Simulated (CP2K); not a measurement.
CP2K is run on BaCu2S2 (Pnma, 20 atoms in the cell), and the run fails. The aim is a self-consistent single point with DFT PBEsol, GPW, DZVP-MOLOPT-SR-GTH basis, GTH-PBE potentials (GTH_POTENTIALS).

Cell that was meant: a = 9.2448 Å, b = 4.0398 Å, c = 10.3893 Å, α = 90.00°, β = 90.00°, γ = 90.00°.

Part of the input:

```
      ABC 9.24483000 4.03983000 10.38928000
      ALPHA_BETA_GAMMA 90.00000000 90.00000000 90.00000000
      PERIODIC XYZ
    &COORD
      Ba       7.02884425     3.02987250     1.82695489
      Ba       2.21598575     1.00995750     8.56232511
      Ba       6.83840075     1.00995750     7.02159489
```

Output (repeated stretches shortened):

```
 Possible matches for unknown subsection

 COORD

   enum ON in section %__ROOT__%MOTION%CELL_OPT%PRINT%CELL for keyword _SECTION_PARAMETERS_ score:  106
   enum OFF in section %__ROOT__%MOTION%CELL_OPT%PRINT%CELL for keyword _SECTION_PARAMETERS_ score:  106
   enum LOW in section %__ROOT__%MOTION%CELL_OPT%PRINT%CELL for keyword _SECTION_PARAMETERS_ score:  106
   enum NO in section %__ROOT__%MOTION%CELL_OPT%PRINT%CELL for keyword ADD_LAST score:  106
   enum ON in section %__ROOT__%MOTION%PRINT%CELL for keyword _SECTION_PARAMETERS_ score:  106

 *******************************************************************************
 *   ___                                                                       *
 *  /   \                                                                      *
 * [ABORT]                                                                     *
 *  \___/                unknown subsection COORD of section CELL              *
 *    |                                                                        *
 *  O/|                                                                        *
 * /| |                                                                        *
 * / \                                               input/input_parsing.F:192 *
 *******************************************************************************

 ===== Routine Calling Stack =====

            5 section_vals_parse
            4 section_vals_parse
            3 section_vals_parse
            2 section_vals_parse
            1 read_input
Abort(1) on node 0 (rank 0 in comm 0): application called MPI_Abort(MPI_COMM_WORLD, 1) - process 0
```

From the messages shown, name the fault and mend the input.

The fault is a section without its end line. Sections nest, and the parser loses its place. To fix it, close the section. The program stopped before any SCF iteration.

An input that runs soundly differs in these lines (not the only fix; some lines may just follow from the change or write a value another way):
```diff
+    &END CELL
```

With that input, the run converged in 17 iterations: free energy E − TS -15454.2930 eV; top of the valence band (on the code's own zero) 7.15 eV; gap on the k-point mesh 0.84 eV; pressure -1.85 GPa; largest force (vector length) 0.047 eV/Å (DFT PBEsol, GPW, DZVP-MOLOPT-SR-GTH basis, GTH-PBE potentials (GTH_POTENTIALS)).

On the sound input: the starting cell comes from a database of computed structures (which also holds hypothetical and non-ambient phases and stackings), without a prior relaxation at this level. Values carry the incompleteness of an atom-centred basis. The potentials were made for another functional than the one used.
